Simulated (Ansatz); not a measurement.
Pressure series in CrI3

Consider CrI3 in the BiI3 type structure (space group R-3, No. 148; a = 6.6557 Å, c = 18.6228 Å (hexagonal axes); ferromagnetic; layered, stacked along the Cartesian z axis).

Cell and atoms are relaxed at each pressure.

Calculations: Ansatz (a first-principles code) PBEsol-D3(BJ), no SOC.

| case | smallest direct gap | band gap | lattice parameter a |
|---|---|---|---|
| base | 1.06 eV | 0.94 eV | 6.656 Å |
| pressure 0.3 GPa | 1.05 eV | 0.92 eV | 6.635 Å |
| pressure 0.7 GPa | 1.04 eV | 0.88 eV | 6.609 Å |
| pressure 1.5 GPa | ___ | ___ | ___ |
| pressure 3 GPa | 0.96 eV | 0.69 eV | 6.489 Å |
| pressure 5 GPa | 0.92 eV | 0.58 eV | 6.409 Å |

Question: Complete the table.

Answer: 
- pressure 1.5 GPa, smallest direct gap: 1.00 eV
- pressure 1.5 GPa, band gap: 0.81 eV
- pressure 1.5 GPa, lattice parameter a: 6.563 Å

Other magnetic orders, which the real material may have, were not ruled out. With I present, leaving out spin-orbit coupling can change the band edges. Load acts through the strain it causes; cell and atoms are relaxed under it. Whether these cells are dynamically stable was not tested. Competing high-pressure phases were not computed. Where the two band edges lie in opposite spin channels, the gap is a spin-flip gap. The program warned that a D3 coordination switch lies within reach, so dispersion energies are less smooth here.
